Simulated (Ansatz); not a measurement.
Troubleshooting Ansatz (a quantum-chemistry and plane-wave program): a failed run on LaGa3Cu (I4mm, 5 atoms in the cell). The aim is a self-consistent single point with DFT, LDA (PW92), plane waves, default PAW files made with PBE.

Cell that was meant: a = 6.0387 Å, b = 6.0387 Å, c = 6.0387 Å, α = 138.45°, β = 138.45°, γ = 60.21°.

Part of the input:

```yaml
    - [-2.14185000, 2.14185000, 5.22410000]
    - [2.14185000, -2.14185000, 5.22410000]
    - [2.14185000, 2.14185000, -5.22410000]
 atoms:
    - { symbol: La, position: [0.13360000, 0.13360000, 0.00000000] }
    - { symbol: Cu, position: [0.52040000, 0.52040000, 0.00000000] }
    - { symbol: Ga, position: [0.88270000, 0.38270000, 0.50000000] }
```

Output (repeated stretches shortened):

```
Error: YAML parse error: error: line 3 column 3: crystal: missing field `atoms` (a structure is typed as `lattice` and `atoms`, a molecule's as `atoms` in Å alone, or read from a run's directory, `checkpoint`)
 --> <input>:3:3
  |
1 | # LaGa3Cu
2 | crystal:
3 |   lattice:
  |   ^ crystal: missing field `atoms` (a structure is typed as `lattice` and `atoms`, a molecule's as `atoms` in Å alone, or read from a run's directory, `checkpoint`)
4 |     - [-2.14185000, 2.14185000, 5.22410000]
5 |     - [2.14185000, -2.14185000, 5.22410000]
  |
```

Question: From the messages shown, name the fault and mend the input.

Answer: The fault is broken indentation. In YAML the indentation decides which section a key belongs to. To fix it, restore the indentation. The program stopped before any SCF iteration.

The sound input it was made from differs as follows (other fixes are possible):
```diff
- atoms:
+  atoms:
```

With that input, the run converged in 10 iterations: free energy E − TS (on the zero of these files) -23755.4309 eV; Fermi level (on the code's own zero) 11.81 eV; pressure -5.06 GPa; largest force (vector length) 0.954 eV/Å (DFT, LDA (PW92), plane waves, default PAW files made with PBE).

On the sound input: the starting cell comes from a database of published, mostly measured structures (it also holds non-ambient and calculated ones), without a prior relaxation at this level. Spin polarisation is off. With a pressure of about -5 GPa the cell is away from its equilibrium volume at this level. Ansatz's pressure includes its estimate of the finite-basis (Pulay) stress.
